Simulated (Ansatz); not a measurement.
Functionals compared on the (310) surface of fcc Pd in its 1x1 cell, outermost plane spacing 0.62 Å in the ideal cut, in Ansatz (plane waves, PAW). The structure was relaxed with PBE; the other rows are single points on it, each with its references at the same level. Cutoff 420 eV (500 eV for r2SCAN).

Model: 17-atom slab, 10.0 Å thick at the start (thin: gaps and levels are the slab's own), 10x6x1 mesh, Fermi-Dirac 0.1 eV, dipole correction, all atoms relaxed; start symmetry kept, larger cells not searched; no spin, no spin-orbit, no U. These notes are the PBE run's.

```tsv
functional	surface energy (J/m²)	work function of the top face (eV)	rough cost of the single point
PBE	1.65	4.83	–
LDA	2.28	5.23	roughly 4 core-minutes
PBEsol	2.06	4.94	roughly 4 core-minutes
RPBE	1.37	4.64	roughly 4 core-minutes
r2SCAN	1.86	4.80	around 13 core-minutes (rough)
```

Ansatz is a quantum-chemistry and plane-wave program.
